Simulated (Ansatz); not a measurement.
GaN in the CsCl type structure (space group Pm-3m, No. 221; a hypothetical phase, not in the database extracts checked)

```cif
data_GaN
_chemical_formula_sum 'Ga1 N1'
_space_group_name_H-M_alt 'Pm-3m'
_space_group_IT_number 221
_space_group_name_Hall '-P 4 2 3'
_cell_length_a 2.70307
_cell_length_b 2.70307
_cell_length_c 2.70307
_cell_angle_alpha 90.000
_cell_angle_beta 90.000
_cell_angle_gamma 90.000
loop_
_atom_site_label
_atom_site_type_symbol
_atom_site_symmetry_multiplicity
_atom_site_Wyckoff_symbol
_atom_site_fract_x
_atom_site_fract_y
_atom_site_fract_z
_atom_site_occupancy
Ga1 Ga 1 a 0.00000 0.00000 0.00000 1
N1 N 1 b 0.50000 0.50000 0.50000 1
```

Level of theory: PBEsol, PAW, 420 eV (Ansatz, an electronic-structure program; no SOC). Γ-centred 17×17×17 mesh, Fermi–Dirac width 0.05 eV.

- Volume per atom: 9.88 Å³
- Density: 7.04 g/cm³
- Band gap: zero
- Total energy: -2059.824 eV/atom (σ→0; compares only within this code and set-up)

No phonon test of stability was made. The final runs are not spin-polarised.
